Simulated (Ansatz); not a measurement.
# CuI: pressure series

Start from CuI in the zinc blende structure (space group F-43m, No. 216; a = 5.8619 Å).

Cell and atoms are relaxed at each pressure.

Method: DFT with LDA, PAW potentials and a 420 eV plane-wave cutoff in Ansatz (an electronic-structure program), without spin-orbit coupling.

Notes on the quantities. enthalpy: H = E + PV relative to the base's energy.

```
change              electron mass       enthalpy    gap character
-----------------  --------------  -------------  ---------------
base               0.14 mₑ (at Γ)              –      direct at Γ
pressure −2 GPa        (withheld)  -0.32 eV/atom      direct at Γ
pressure −1 GPa    0.14 mₑ (at Γ)  -0.16 eV/atom      direct at Γ
pressure 0.9 GPa   0.14 mₑ (at Γ)  +0.14 eV/atom      direct at Γ
pressure 2.1 GPa   0.14 mₑ (at Γ)  +0.32 eV/atom      direct at Γ
pressure 4.5 GPa   0.14 mₑ (at Γ)  +0.68 eV/atom      direct at Γ
pressure 9 GPa     0.15 mₑ (at Γ)  +1.33 eV/atom      direct at Γ
pressure 15 GPa    0.15 mₑ (at Γ)  +2.14 eV/atom      direct at Γ
pressure 22.5 GPa               –  +3.11 eV/atom  indirect, Γ → X
pressure 30 GPa                 –  +4.03 eV/atom  indirect, Γ → X
```

Task: What belongs in the blanks?

Result: 
- pressure −2 GPa, electron mass: 0.13 mₑ (at Γ)

With I present, leaving out spin-orbit coupling can change the band edges. Load acts through the strain it causes; cell and atoms are relaxed under it. Masses are band curvatures over ±0.01 Å⁻¹ around the edge. Stability against distortions was not tested. Tetrahedral semiconductors of this kind turn to denser phases somewhere between about 1 and 50 GPa; those were not computed, so compressed cells here can lie past the real transition. The final runs are not spin-polarised.
